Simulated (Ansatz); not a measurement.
The parent structure is NaCl in the rock salt structure (space group Fm-3m, No. 225).

```
NaCl
1.0
    0.00000     2.84776     2.84776
    2.84776     0.00000     2.84776
    2.84776     2.84776     0.00000
Cl Na
1 1
Direct
  0.00000   0.00000   0.00000
  0.50000   0.50000   0.50000
```

Cartesian axes are those of the cell as printed.

All numbers come from PBE (Ansatz, a program for electronic structure), without spin-orbit coupling.

For the base:

```
Quantity                             Value
---------------------  -------------------
Valence-band top at Γ  0.00, 0.00, 0.00 eV
```

It is then changed as follows: a free-standing slab of 2 layers (4 atoms, 2 a layer) is cut normal to the z axis, with 15 Å of vacuum and the in-plane cell held at bulk.

Q: What does the calculation give for the valence-band top at Γ, excess energy per area of both faces and gap character after the change?

A: The valence-band top at Γ (three highest levels, from the VBM) goes from 0.00, 0.00, 0.00 eV to 0.00, 0.00, -0.20 eV; the excess energy per area of both faces (slab less bulk energy over the cell's area: twice a surface energy) amounts to 0.28 J/m²; the gap character is direct at Γ.

The excess energy carries the mismatch between the slab's and the bulk's meshes. Stability against distortions was not tested. Labels are those of the standard path for the cell's own space group.
